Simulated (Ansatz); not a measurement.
Cd2SeS (P3m1): band-edge transport data

Data:

```
CELL_PARAMETERS angstrom
      4.20951     0.00000     0.00000
     -2.10476     3.64554     0.00000
      0.00000     0.00000     6.87382
ATOMIC_POSITIONS crystal
  Cd 0.00000 0.00000 0.48876
  Cd 0.33333 0.66667 0.01075
  Se 0.33333 0.66667 0.62685
  S  0.00000 0.00000 0.12163
```

The numbers are results of PBEsol, rigid bands (plane waves, PAW, scalar-relativistic; Ansatz, a quantum-chemistry and plane-wave program), not measurements. How the cell was made: cell and atoms relaxed with PBEsol.

| Quantity | Value |
|---|---|
| band gap | 0.67 eV |
| electron conductivity mass (300 K, dilute) | 0.097 mₑ |
| effective density of states N_c (300 K) | 6.7e17 cm⁻³ |
| density-of-states mass, electrons | 0.089 mₑ |
| Seebeck coefficient, n-type 1e19 cm⁻³, 300 K | -64 μV/K |
| best n-type power factor at 300 K for τ = 10 fs (best axis; densities from 1e16 to 1e21 cm⁻³ tried, whether or not they can be reached) | 1.15 μW/(cm·K²) at 3e18 cm⁻³ |

Rigid bands; masses and Seebeck coefficients take one relaxation time τ for all states and one kind of carrier; polarons and phonon drag are left out. Spin-orbit coupling is left out.

Computed structure, not matched to a measured one here, so possibly hypothetical: Cd2SeS (P3m1).
